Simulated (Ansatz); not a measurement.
The starting structures come from a database of crystals and need not be the phases stable at ambient conditions.

The decay constant κ of evanescent states in the gap governs leakage through a thin film.

Input:

```
CELL_PARAMETERS angstrom
      3.28254     0.00000     0.00000
     -1.64127     6.40139     0.06240
      1.64127     0.39337     2.81542
ATOMIC_POSITIONS crystal
  Mo 0.33364 0.00046 0.33318
  Se 0.84279 0.26419 0.57860
  Se 0.49091 0.73637 0.75454
```

Space group of this cell: R3m. The cell was relaxed by PBE-D3(BJ); by PBEsol its mean pressure is -1.0 GPa.

Transport runs along the normal of the first two printed cell vectors, the (101) plane of the conventional cell.

No gap correction and no spin-orbit coupling; mid-gap values are interpolated between computed energies.

**Question.** Predict the band gap and the smallest decay constant κ at mid-gap from PBEsol (Ansatz, a first-principles code).

**Answer.** Gap 0.76 eV on a 12×12×12 mesh; κ = 0.197 1/Å, at (0.200, 0.000) of the in-plane reciprocal vectors. At the zone centre, at the nearest computed energy, the slowest state has κ = 0.24 1/Å.
